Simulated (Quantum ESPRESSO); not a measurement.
Quantum ESPRESSO run on Mg14ZnSn (Amm2, 16 atoms in the cell): self-consistent single point.

Method: PBEsol, SSSP 1.1.2 efficiency (PBE) pseudopotentials (plane waves; Quantum ESPRESSO 7.5).

```
CELL_PARAMETERS angstrom
     10.42985     0.00000     0.00000
      0.00000     3.16276     5.44916
      0.00000    -3.16276     5.44916
ATOMIC_POSITIONS crystal
  Mg 0.00000 0.16633 0.16633
  Mg 0.00000 0.66650 0.66650
  Mg 0.50000 0.16652 0.66638
  Mg 0.50000 0.66638 0.16652
  Mg 0.00000 0.16664 0.66712
  Mg 0.00000 0.66712 0.16664
  Mg 0.25034 0.33199 0.83551
  Mg 0.74966 0.83551 0.33199
  Mg 0.74966 0.33199 0.83551
  Mg 0.25034 0.83551 0.33199
  Mg 0.25013 0.33235 0.33235
  Mg 0.74987 0.33235 0.33235
  Mg 0.24789 0.83351 0.83351
  Mg 0.75211 0.83351 0.83351
  Zn 0.50000 0.16704 0.16704
  Sn 0.50000 0.66673 0.66673
```

Reference input (self-consistent single point, DFT, PBEsol, plane waves, SSSP 1.1.2 efficiency (PBE) pseudopotentials): ecutwfc = 50 Ry; ecutrho = 400 Ry; occupations = smearing; smearing = cold; degauss = 0.0073499 Ry; input_dft = pbesol; potentials = {Mg: Mg.pbe-n-kjpaw_psl.0.3.0.UPF, Zn: Zn_pbe_v1.uspp.F.UPF, Sn: Sn_pbe_v1.uspp.F.UPF}; K_POINTS = automatic 2 5 5 0 0 0; conv_thr = 1e-11 Ry; mixing_beta = 0.5. This run's input differs from it in these lines:

```diff
@@ -12,4 +12,4 @@
   ntyp = 3
-  ecutwfc = 50
-  ecutrho = 400
+  ecutwfc = 65
+  ecutrho = 520
   occupations = 'smearing'
```

Log, with long lists cut:

```
     Self-consistent Calculation

     iteration #  1     ecut=    65.00 Ry     beta= 0.50

---- Real-time Memory Report at c_bands before calling an iterative solver
          1615 MiB given to the printing process from OS
           504 MiB allocation reported by mallinfo(arena+hblkhd)
------------------

     total energy              =   -1075.95272922 Ry
     estimated scf accuracy    <      10.21224572 Ry

     iteration #  2     ecut=    65.00 Ry     beta= 0.50

---- Real-time Memory Report at c_bands before calling an iterative solver
          1932 MiB given to the printing process from OS
   [... lines left out ...]

---- Real-time Memory Report at c_bands before calling an iterative solver
          2004 MiB given to the printing process from OS
           616 MiB allocation reported by mallinfo(arena+hblkhd)
------------------

     total energy              =   -1082.50735524 Ry
     estimated scf accuracy    <          1.6E-11 Ry

     iteration # 18     ecut=    65.00 Ry     beta= 0.50

---- Real-time Memory Report at c_bands before calling an iterative solver
          2005 MiB given to the printing process from OS
           616 MiB allocation reported by mallinfo(arena+hblkhd)
------------------
     End of self-consistent calculation

     the Fermi energy is     4.6409 ev

!    total energy              =   -1082.50735524 Ry
     estimated scf accuracy    <          8.5E-13 Ry
     smearing contrib. (-TS)   =      -0.00078819 Ry
     internal energy E=F+TS    =   -1082.50656705 Ry

      -> PAW hartree energy AE =      11.24231754 Ry
      -> PAW hartree energy PS =     -11.21548869 Ry
      -> PAW xc energy AE      =    -444.47233608 Ry
      -> PAW xc energy PS      =      18.22125558 Ry
      -> total E_H with PAW    =     418.61079532 Ry
      -> total E_XC with PAW   =    -537.25174266 Ry

     convergence has been achieved in  18 iterations

     Forces acting on atoms (cartesian axes, Ry/au):

     atom    1 type  1   force =     0.00000000    0.00000000    0.00007969
   [... lines left out ...]

     Total force =     0.019923     Total SCF correction =     0.000001

          total   stress  (Ry/bohr**3)                   (kbar)     P=       -9.73
  -0.00008930   0.00000000   0.00000000          -13.14        0.00        0.00
   0.00000000  -0.00004112  -0.00000000            0.00       -6.05       -0.00
   0.00000000   0.00000000  -0.00006797            0.00        0.00      -10.00

   JOB DONE.
```

The run converged in 18 iterations. Against the reference run the free energy falls by 1.1 meV/atom, the pressure hardly changes (-1.02 to -0.97 GPa) and the largest force stays at 0.208 eV/Å. The full log also holds: “c_bands:  3 eigenvalues not converged”. The full log also holds: “c_bands:  4 eigenvalues not converged”.

The starting cell comes from a database of computed structures (which also holds hypothetical and non-ambient phases and stackings), without a prior relaxation at this level.

Cost on one core of a shared machine: roughly 20 min.
